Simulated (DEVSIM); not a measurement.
System: Schottky contact on n-type Si, at 400 K.

Layer 1 from the left is Si, thickness (μm) 3.40, Nd (cm⁻³) 2e16, τn (s) 0.00016, τp (s) 0.00016. Layer 2 from the left is Si, thickness (μm) 18.0, Nd (cm⁻³) 1.2e18, τn (s) 0.00016, τp (s) 0.00016.

Left contact: Schottky, work function 4.93 eV, emission velocity 2.7e6 cm/s. Right contact: ohmic. Voltage is applied to the left contact. Recombination: SRH at mid-gap, Auger. Mobility is μmin + (μ − μmin)/(1 + (N/Nref)^α).

This is a model device: material constants are rounded textbook-type values typed into the input, and sizes, dopings and lifetimes were drawn at random. Values at 300 K; Nc and Nv go as T^1.5, mobilities as T to minus their exponent, the gap by Varshni's rule with the affinity fixed.

Si: gap (eV) 1.124, affinity (eV) 4.05, permittivity 11.7, Nc (cm⁻³) 2.86e19, Nv (cm⁻³) 3.1e19, μn (cm²/Vs) 1417, μp (cm²/Vs) 470, μn,min 52, μp,min 45, Nref,n 9.7e16, Nref,p 2.2e17, αn 0.68, αp 0.72, T exponent of μn 2.3, T exponent of μp 2.2, Cn (cm⁶/s) 2.8e-31, Cp (cm⁶/s) 9.9e-32, Varshni α (eV/K) 0.000473, Varshni β (K) 636.

DEVSIM, 1D drift-diffusion, Boltzmann statistics, complete ionisation; no tunnelling, impact ionisation, image-force lowering or self-heating. Metal contacts follow the ideal Schottky-Mott rule: no Fermi-level pinning, no interface dipoles.

Problem. What does the simulation give for the potential step across the device at zero bias, the dark forward voltage at 1 A/cm², the dark forward voltage at 100 A/cm²?

Solution. potential step across the device at zero bias 0.756 V; dark forward voltage at 1 A/cm² 0.306 V; dark forward voltage at 100 A/cm² 0.491 V.
